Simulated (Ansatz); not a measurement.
End structure of the (113) surface of diamond, 1 pair of surface atoms bonded, H on every dangling bond (bottom of the slab: built like the top, H on every dangling bond, free):

```yaml
crystal:
  lattice:
    - [5.05093, 0.00000, 0.00000]
    - [1.26273, 4.18801, 0.00000]
    - [0.00000, 0.00000, 28.50000]
  atoms:
    - { symbol: C, position: [0.90873, 0.00547, 0.32746] }
    - { symbol: C, position: [0.58367, 0.01120, 0.32781] }
    - { symbol: C, position: [0.41927, 0.36383, 0.33520] }
    - { symbol: C, position: [0.90110, 0.35529, 0.33491] }
    - { symbol: C, position: [0.13722, 0.44385, 0.36166] }
    - { symbol: C, position: [0.63511, 0.46840, 0.36364] }
    - { symbol: C, position: [0.55306, 0.82372, 0.37276] }
    - { symbol: C, position: [0.03699, 0.81252, 0.37165] }
    - { symbol: C, position: [0.27078, 0.91150, 0.39898] }
    - { symbol: C, position: [0.77459, 0.90625, 0.40270] }
    - { symbol: C, position: [0.68251, 0.27537, 0.41073] }
    - { symbol: C, position: [0.18091, 0.27142, 0.40960] }
    - { symbol: C, position: [0.40860, 0.36348, 0.43836] }
    - { symbol: C, position: [0.90953, 0.36423, 0.43872] }
    - { symbol: C, position: [0.81882, 0.72708, 0.44879] }
    - { symbol: C, position: [0.31741, 0.72737, 0.44737] }
    - { symbol: C, position: [0.54545, 0.81818, 0.47639] }
    - { symbol: C, position: [0.04545, 0.81818, 0.47639] }
    - { symbol: C, position: [0.95455, 0.18182, 0.48583] }
    - { symbol: C, position: [0.45455, 0.18182, 0.48583] }
    - { symbol: C, position: [0.68182, 0.27273, 0.51417] }
    - { symbol: C, position: [0.18182, 0.27273, 0.51417] }
    - { symbol: C, position: [0.09091, 0.63636, 0.52361] }
    - { symbol: C, position: [0.59091, 0.63636, 0.52361] }
    - { symbol: C, position: [0.81896, 0.72717, 0.55263] }
    - { symbol: C, position: [0.31754, 0.72746, 0.55121] }
    - { symbol: C, position: [0.22684, 0.09031, 0.56128] }
    - { symbol: C, position: [0.72776, 0.09107, 0.56164] }
    - { symbol: C, position: [0.95546, 0.18313, 0.59040] }
    - { symbol: C, position: [0.45386, 0.17918, 0.58927] }
    - { symbol: C, position: [0.36177, 0.54829, 0.59730] }
    - { symbol: C, position: [0.86558, 0.54305, 0.60102] }
    - { symbol: C, position: [0.09937, 0.64202, 0.62835] }
    - { symbol: C, position: [0.58331, 0.63083, 0.62724] }
    - { symbol: C, position: [0.50126, 0.98614, 0.63636] }
    - { symbol: C, position: [0.99914, 0.01069, 0.63834] }
    - { symbol: C, position: [0.23526, 0.09926, 0.66509] }
    - { symbol: C, position: [0.71710, 0.09072, 0.66480] }
    - { symbol: C, position: [0.55270, 0.44335, 0.67219] }
    - { symbol: C, position: [0.22763, 0.44908, 0.67254] }
    - { symbol: H, position: [0.01207, 0.90500, 0.29469] }
    - { symbol: H, position: [0.52569, 0.90914, 0.29557] }
    - { symbol: H, position: [0.38638, 0.48958, 0.30119] }
    - { symbol: H, position: [0.87199, 0.47683, 0.30066] }
    - { symbol: H, position: [0.26438, 0.97772, 0.69934] }
    - { symbol: H, position: [0.74998, 0.96497, 0.69881] }
    - { symbol: H, position: [0.61068, 0.54541, 0.70443] }
    - { symbol: H, position: [0.12429, 0.54955, 0.70531] }
```

Slab: 48 atoms, 12.0 Å thick at the start with caps and adatoms (thin: gaps and levels are the slab's own); k 3x4x1, smearing 0.025 eV, dipole-corrected; single point; on the structure that PBE left under its start's symmetry; no spin, no spin-orbit, no U.

Task: What is the computed highest filled level below the top vacuum level (Ansatz (an electronic-structure program) with HSE06, at the PBE geometry)?

Result: 3.98 eV

Task: What gap of the slab on its k-mesh does HSE06, at the PBE geometry give?

Result: 3.36 eV
